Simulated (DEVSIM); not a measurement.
Structure: abrupt GaAs p-n junction, at 400 K.

```csv
layer (left to right),material,thickness (μm),Nd (cm⁻³),Na (cm⁻³),τn (s),τp (s)
1,GaAs,2.50,-,4.4e17,1e-9,1e-9
2,GaAs,130,8.3e16,-,1e-9,1e-9
```

Left contact: ohmic. Right contact: ohmic. Voltage is applied to the left contact. Recombination: SRH at mid-gap. Mobility is μmin + (μ − μmin)/(1 + (N/Nref)^α).

This is a model device: material constants are rounded textbook-type values typed into the input, and sizes, dopings and lifetimes were drawn at random. Values at 300 K; Nc and Nv go as T^1.5, mobilities as T to minus their exponent, the gap by Varshni's rule with the affinity fixed.

| parameter | GaAs |
|---|---|
| gap (eV) | 1.424 |
| affinity (eV) | 4.07 |
| permittivity | 12.9 |
| Nc (cm⁻³) | 4.7e17 |
| Nv (cm⁻³) | 9e18 |
| μn (cm²/Vs) | 8500 |
| μp (cm²/Vs) | 400 |
| μn,min | 500 |
| μp,min | 20 |
| Nref,n | 6e16 |
| Nref,p | 1.5e17 |
| αn | 0.39 |
| αp | 0.38 |
| T exponent of μn | 2.1 |
| T exponent of μp | 2.2 |
| Varshni α (eV/K) | 0.000541 |
| Varshni β (K) | 204 |

Model (solved in DEVSIM): 1D drift-diffusion, Boltzmann statistics, complete ionisation; no tunnelling, impact ionisation, image-force lowering or self-heating.

The temperature was swept, all else fixed.

```tsv
temperature (K)	potential step across the device at zero bias (V)	dark forward voltage at 100 A/cm² (V)	dark forward voltage at 1 A/cm² (V)	largest field in the device at zero bias (V/cm)
250	1.356	1.272	1.148	160000
300	1.301	1.205	1.054	160000
350	1.244	1.139	0.956	150000
400	1.184	1.072	0.857	150000
450	1.122	1.000	0.755	140000
500	1.058	0.931	0.651	140000
```

From the first row to the last the potential step across the device at zero bias goes from 1.356 to 1.058. From the first row to the last the dark forward voltage at 100 A/cm² goes from 1.272 to 0.931.
